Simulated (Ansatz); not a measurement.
## ZnSe under load (space group F-43m): band-edge transport data

```
ZnSe
1.0
    0.00000     2.84798     2.84798
    2.84798     0.00000     2.84798
    2.84798     2.84798     0.00000
Zn Se
1 1
Direct
  0.00000   0.00000   0.00000
  0.75000   0.75000   0.75000
```

These are PBEsol, rigid bands (plane waves, PAW, scalar-relativistic; Ansatz, an electronic-structure program) values and carry that method's errors. Condition of this run: hydrostatic pressure -2 GPa (the target of the relaxation). Cell: cell and atoms relaxed with PBEsol, then loaded as said.

band gap: 1.11 eV
electron conductivity mass (300 K, dilute): 0.095 mₑ
effective density of states N_c (300 K): 7.1e17 cm⁻³
density-of-states mass, electrons: 0.093 mₑ
Seebeck coefficient, n-type 1e19 cm⁻³, 300 K: -62 μV/K

Rigid bands; masses and Seebeck coefficients take one relaxation time τ for all states and one kind of carrier; polarons and phonon drag are left out. Spin-orbit coupling is left out.
